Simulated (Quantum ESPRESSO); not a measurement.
A self-consistent single point of Mo2WS6 (P-6m2, 9 atoms in the cell) with Quantum ESPRESSO.

Computed with PBEsol, PseudoDojo standard norm-conserving (PBESOL) pseudopotentials (plane waves; Quantum ESPRESSO).

```
Mo2WS6
1.0
    3.18413     0.00000     0.00000
   -1.59207     2.75754     0.00000
    0.00000     0.00000    28.36235
Mo W S
2 1 6
Direct
  0.33333   0.66667   0.76912
  0.33333   0.66667   0.23088
  0.66667   0.33333   0.00000
  0.33333   0.66667   0.05501
  0.33333   0.66667   0.94499
  0.66667   0.33333   0.71444
  0.66667   0.33333   0.28556
  0.66667   0.33333   0.17617
  0.66667   0.33333   0.82383
```

Reference input (self-consistent single point, DFT, PBEsol, plane waves, PseudoDojo standard norm-conserving (PBESOL) pseudopotentials): ecutwfc = 80 Ry; occupations = smearing; smearing = gauss; degauss = 0.0036749 Ry; potentials = {Mo: Mo.upf, W: W.upf, S: S.upf}; K_POINTS = automatic 5 5 1 0 0 0; conv_thr = 1e-10 Ry. This run's input differs from it in these lines:

```diff
@@ -18,3 +18,3 @@
 &electrons
-  conv_thr = 1.0d-10
+  conv_thr = 7.3e-05
 /
```

The program printed (abridged):

```
     Self-consistent Calculation

     iteration #  1     ecut=    80.00 Ry     beta= 0.70

     total energy              =    -565.02561630 Ry
     estimated scf accuracy    <       0.95383450 Ry

     iteration #  2     ecut=    80.00 Ry     beta= 0.70

     total energy              =    -562.33578280 Ry
     estimated scf accuracy    <      36.77093598 Ry

     iteration #  3     ecut=    80.00 Ry     beta= 0.70

     total energy              =    -561.51385693 Ry
     estimated scf accuracy    <     206.20840914 Ry

   [... 9 blocks of this kind left out ...]

     iteration # 13     ecut=    80.00 Ry     beta= 0.70

     total energy              =    -565.59164533 Ry
     estimated scf accuracy    <       0.00014090 Ry

     iteration # 14     ecut=    80.00 Ry     beta= 0.70
     End of self-consistent calculation

     the Fermi energy is     5.8678 ev

!    total energy              =    -565.59160847 Ry
     estimated scf accuracy    <       0.00004672 Ry
     smearing contrib. (-TS)   =      -0.00000000 Ry
     internal energy E=F+TS    =    -565.59160847 Ry

     convergence has been achieved in  14 iterations

     Forces acting on atoms (cartesian axes, Ry/au):

     atom    1 type  1   force =     0.00000000    0.00000000    0.00009950
     atom    2 type  1   force =     0.00000000    0.00000000   -0.00009950
     atom    3 type  2   force =     0.00000000    0.00000000    0.00000000
     atom    4 type  3   force =    -0.00000000   -0.00000000   -0.00449272
     atom    5 type  3   force =     0.00000000    0.00000000    0.00449272
   [... lines left out ...]
     Total force =     0.011548     Total SCF correction =     0.025059
   [... lines left out ...]
     SCF correction compared to forces is large: reduce conv_thr to get better values

          total   stress  (Ry/bohr**3)                   (kbar)     P=      -19.23
  -0.00016959  -0.00000000   0.00000000          -24.95       -0.00        0.00
  -0.00000000  -0.00016959   0.00000000           -0.00      -24.95        0.00
   0.00000000   0.00000000  -0.00005295            0.00        0.00       -7.79

   JOB DONE.
```

The run converged in 14 iterations. Against the reference run the free energy stays essentially unchanged (within 1 meV/atom), the pressure goes from -2.05 to -1.92 GPa, the largest force goes from 0.131 to 0.138 eV/Å and the gap on the mesh hardly changes (1.373 to 1.368 eV). The full log also holds: “SCF correction compared to forces is large: reduce conv_thr to get better values”.

The starting cell comes from a database of computed structures (which also holds hypothetical and non-ambient phases and stackings), without a prior relaxation at this level. Spin-orbit coupling is off.

Cost on one core of a shared machine: roughly 3 min.
